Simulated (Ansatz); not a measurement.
# Pressure series in TiAl3

Start from TiAl₃ (space group I4/mmm, No. 139; a = 3.824 Å, c = 8.561 Å).

Cell and atoms are relaxed at each pressure.

The values are results of DFT with r2SCAN, PAW potentials and a 500 eV plane-wave cutoff in Ansatz (a first-principles code), spin-orbit coupling left out, not measurements.

| case | density | shortest interatomic distance |
|---|---|---|
| base | 3.42 g/cm³ | 2.704 Å |
| pressure −2 GPa | 3.36 g/cm³ | 2.720 Å |
| pressure −1 GPa | 3.39 g/cm³ | … |
| pressure 0.9 GPa | 3.44 g/cm³ | 2.697 Å |
| pressure 2.1 GPa | 3.48 g/cm³ | 2.689 Å |
| pressure 4.5 GPa | 3.54 g/cm³ | 2.672 Å |
| pressure 9 GPa | … | 2.645 Å |
| pressure 15 GPa | 3.80 g/cm³ | 2.612 Å |
| pressure 22.5 GPa | 3.96 g/cm³ | 2.578 Å |
| pressure 30 GPa | 4.10 g/cm³ | 2.547 Å |

Task: Complete the table.

Result: 
- pressure −1 GPa, shortest interatomic distance: 2.712 Å
- pressure 9 GPa, density: 3.66 g/cm³

Load acts through the strain it causes; cell and atoms are relaxed under it. Stability against distortions was not tested. No other phases were tried under pressure. All final runs are without spin polarisation.
